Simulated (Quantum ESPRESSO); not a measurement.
## Pressure against volume in zinc-blende BeTe (space group 216) (Quantum ESPRESSO, LDA)

```
CELL_PARAMETERS angstrom
      0.00000     2.70552     2.70552
      2.70552     0.00000     2.70552
      2.70552     2.70552     0.00000
ATOMIC_POSITIONS crystal
  Be 0.00000 0.00000 0.00000
  Te 0.75000 0.75000 0.75000
```

Level of theory: LDA (PZ), GBRV 1.5 ultrasoft (LDA) pseudopotentials (plane waves; Quantum ESPRESSO 7.5). Settings: ecutwfc = 52 Ry; ecutrho = 260 Ry; occupations = smearing; smearing = fermi-dirac; degauss = 0.000734986 Ry; potentials = {Be: be_lda_v1.4.uspp.F.UPF, Te: te_lda_v1.uspp.F.UPF}; K_POINTS = automatic 10 10 10 0 0 0; conv_thr = 1e-10 Ry; mixing_beta = 0.3. The cell above is the first row's. The rows scale it uniformly. In all rows fractional positions and the k mesh are held.

```csv
V (Å^3/atom),P (GPa)
19.804,?
20.234,4.37
20.665,2.73
21.095,1.24
21.526,-0.10
21.956,-1.32
22.387,-2.41
22.818,-3.41
23.248,-4.31
```

The 8 complete rows are fitted with a cubic, P against V. With u = V - 21.7, the rows have u = -1.4660, -1.0350, -0.6050, -0.1740, 0.2560, 0.6870, 1.1180, 1.5480. Least squares gives P = -0.608 - 2.8466·u + 0.3357·u² - 0.02687·u³. Residuals (row less fit): -0.001, 0.002, -0.003, 0.002, -0.005, 0.004, -0.002, 0.000; standard error 0.004 (degrees of freedom: 4). The fitted pressure is zero at V0 = 21.49, where dP/dV = -2.990, so B0 = -V0·dP/dV = 64.3 GPa.

Q: Estimate the missing P (V = 19.804); what did the run itself give?

A: u = -1.8960, so P = -0.608 - 2.8466 × (-1.8960) + 0.3357 × (-1.8960)² - 0.02687 × (-1.8960)³ = 6.179 GPa. The calculation gives 6.19 GPa, 0.011 GPa above the prediction (0.1 % of the range of P in the table). The row lies outside the fitted rows, so this is an extrapolation. From the scatter of the fitted rows alone, a prediction at this place has a standard error of 0.011 GPa, so the miss is 1.0 times that.

Carrying the step between the two nearest rows on in a straight line would have given 6.01, off by 0.18; series whose last step already gives the withheld value aren't shown. The scan was laid around a cell of about the measured size, scaled by a guess for this functional. The runs keep the symmetry of the cell, so they don't test it for distortions. Spin-orbit coupling is off. Cutoffs and mesh are single choices, not tested for convergence of this quantity. Series with a scatter that would blur these digits, or in which a gap closes, are not shown.
